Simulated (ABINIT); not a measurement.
A working ABINIT input for GaAs (F-43m, 2 atoms in the cell) (DFT, LDA (PW92), plane waves, PAW (JTH v2.0 LDA PAW)):

```
# GaAs, JTH v2.0 LDA PAW
pp_dirpath "./"
pseudos "Ga.LDA_PW-JTH.xml, As.LDA_PW-JTH.xml"
acell 7.6743898841 7.6743898841 7.6743898841
rprim
         0.0000000000    0.7071067812    0.7071067812
         0.7071067812    0.0000000000    0.7071067812
         0.7071067812    0.7071067812    0.0000000000
natom 2
ntypat 2
znucl 31 33
typat 1 2
xcart
         0.0000000000    0.0000000000    0.0000000000
         1.4358200000    1.4358200000    1.4358200000
      Angstrom
ecut 20
pawecutdg 40
pawxcdev 0
ixc 7
occopt 7
tsmear 0.00734986
nband 19
kptopt 1
ngkpt 7 7 7
nshiftk 1
shiftk 0.5 0.5 0.5
chksymbreak 0
nstep 50
tolvrs 1.0e-12
prtwf 0
prtden 0
prtvol 1
enunit 2
```

The run converged in 16 iterations: free energy E − TS -5264.22 eV; top of the valence band (on the code's own zero) 3.80 eV; gap on the k-point mesh 0.80 eV; pressure -4.61 GPa. Each of these slips is then made, one at a time:

(1)
```diff
-pseudos "Ga.LDA_PW-JTH.xml, As.LDA_PW-JTH.xml"
+pseudos "As.LDA_PW-JTH.xml, Ga.LDA_PW-JTH.xml"
```

(2)
```diff
-tsmear 0.00734986
+tsmear 0.2
```

(3)
```diff
-# GaAs, JTH v2.0 LDA PAW
+# GaAs, JTH v2.0 PBE PAW
-pseudos "Ga.LDA_PW-JTH.xml, As.LDA_PW-JTH.xml"
+pseudos "Ga.GGA_PBE-JTH.xml, As.GGA_PBE-JTH.xml"
```

Task: Predict the outcome of each change.

Result: 
(1) Potential files assigned to the wrong elements. The program stopped before any SCF iteration.
```
For pseudopotential 1  znucl from user input file=   3.1000E+01
while znucl from pseudopotential file=  3.3000E+01
Action: check znucl in input file, or check psp file. They must agree.
For pseudopotential 2  znucl from user input file=   3.3000E+01
while znucl from pseudopotential file=  3.1000E+01
Action: check znucl in input file, or check psp f [...]
```

(2) An energy in the wrong unit. The run converged in 15 iterations without an error; against the sound input the free energy goes down by 2.79 eV/atom, the pressure goes from -4.61 to 13.59 GPa and no clean gap remains on the mesh (levels overlap or are partly filled), against 0.80 eV before.

(3) Potentials made for another functional. The run converged in 16 iterations, and against the sound input the pressure hardly changes (-4.61 to -4.54 GPa) and the gap on the mesh hardly changes (0.796 to 0.799 eV).

The starting cell comes from a database of computed structures (which also holds hypothetical and non-ambient phases and stackings), without a prior relaxation at this level. Its lattice was rescaled by a random factor within 2.5 % of one. In the base run, with a pressure of about -5 GPa the cell is away from its equilibrium volume at this level. The shifted mesh does not hold Γ, so a gap read on it misses any band edge there.

Left out of this page: 4 runs of the series outside the window shown, repeating another row's setting, or not comparable.
